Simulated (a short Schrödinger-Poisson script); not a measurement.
System: gated In0.52Al0.48As/In0.53Ga0.47As modulation-doped gas in a quantum well, at 20 K.

| layer | material | thickness (nm) | Nd (cm⁻³) | Na (cm⁻³) |
|---|---|---|---|---|
| 1 | In0.52Al0.48As | 8 | - | - |
| 2 | In0.52Al0.48As | 20 | 9.8e17 | - |
| 3 | In0.52Al0.48As | 2 | - | - |
| 4 | In0.53Ga0.47As | 20 | - | - |
| 5 | In0.52Al0.48As | 4000 | - | 1e15 |

The device is made up for the run: typed textbook-type constants, with dimensions and the other settings drawn at random. In0.52Al0.48As: permittivity 12.5, conduction-band edge (eV) 0.52, gap (eV) 1.45, electron mass (mₑ) 0.075, Nv at 300 K (cm⁻³) 1.1e19. In0.53Ga0.47As: permittivity 13.9, conduction-band edge (eV) 0, gap (eV) 0.74, Nv at 300 K (cm⁻³) 7.7e18.

Channel valleys (confinement mass, in-plane density-of-states mass, number): Γ 0.041, 0.041, 1. At the gate the conduction-band edge of layer 1 lies 0.65 eV − eVg above the Fermi level of the channel; the field vanishes at the back. Donor level 0.02 eV below the band edge. The barrier under the gate holds no holes. Gaps are held at their typed values at every temperature. Mesh 0.08 nm at interfaces.

Solved with a short Schrödinger-Poisson script written for these runs: 1D Poisson equation in equilibrium, electrons quantum, Hartree (BenDaniel-Duke, 40 states a valley, the channel's in-plane mass for all, wave functions free to enter the barrier), parabolic valleys, classical holes, donors ionised by Fermi statistics, acceptors fully, no traps, pinning or gate leakage.

The same stack at other levels of the model or other numerical settings:

```json
[
 {"run": "base", "sheet density of all electrons at Vg = 0.4 V (cm⁻²)": "1.29e12", "sheet density of all electrons at Vg = -0.1 V (cm⁻²)": "3.55e11", "capacitance at Vg = 0.4 V (μF/cm²)": "0.311", "centroid of the channel electrons at Vg = 0.4 V (nm)": "6.39", "rough cost against the base": "about 1"},
 {"run": "electrons treated as classical, Boltzmann", "sheet density of all electrons at Vg = 0.4 V (cm⁻²)": "1.64e12", "sheet density of all electrons at Vg = -0.1 V (cm⁻²)": "[?]", "capacitance at Vg = 0.4 V (μF/cm²)": "0.367", "centroid of the channel electrons at Vg = 0.4 V (nm)": "0.39", "rough cost against the base": "0.02"},
 {"run": "electrons treated as classical, Fermi-Dirac", "sheet density of all electrons at Vg = 0.4 V (cm⁻²)": "1.33e12", "sheet density of all electrons at Vg = -0.1 V (cm⁻²)": "[?]", "capacitance at Vg = 0.4 V (μF/cm²)": "0.308", "centroid of the channel electrons at Vg = 0.4 V (nm)": "5.72", "rough cost against the base": "0.10"},
 {"run": "electrons treated as quantum, Hartree plus LDA exchange-correlation", "sheet density of all electrons at Vg = 0.4 V (cm⁻²)": "1.31e12", "sheet density of all electrons at Vg = -0.1 V (cm⁻²)": "[?]", "capacitance at Vg = 0.4 V (μF/cm²)": "0.313", "centroid of the channel electrons at Vg = 0.4 V (nm)": "6.24", "rough cost against the base": "1"},
 {"run": "mesh six times as coarse", "sheet density of all electrons at Vg = 0.4 V (cm⁻²)": "1.29e12", "sheet density of all electrons at Vg = -0.1 V (cm⁻²)": "3.55e11", "capacitance at Vg = 0.4 V (μF/cm²)": "0.311", "centroid of the channel electrons at Vg = 0.4 V (nm)": "6.37", "rough cost against the base": "0.3"},
 {"run": "one subband a valley", "sheet density of all electrons at Vg = 0.4 V (cm⁻²)": "1.27e12", "sheet density of all electrons at Vg = -0.1 V (cm⁻²)": "3.55e11", "capacitance at Vg = 0.4 V (μF/cm²)": "0.300", "centroid of the channel electrons at Vg = 0.4 V (nm)": "6.00", "rough cost against the base": "0.3"}
]
```

Q: Fill in the missing entries.

A: 
- electrons treated as classical, Boltzmann, sheet density of all electrons at Vg = -0.1 V (cm⁻²): 5.01e11
- electrons treated as quantum, Hartree plus LDA exchange-correlation, sheet density of all electrons at Vg = -0.1 V (cm⁻²): 3.69e11
- electrons treated as classical, Fermi-Dirac, sheet density of all electrons at Vg = -0.1 V (cm⁻²): 3.86e11

The classical rows ignore confinement, and Boltzmann statistics overrate the density once the band edge passes the Fermi level.
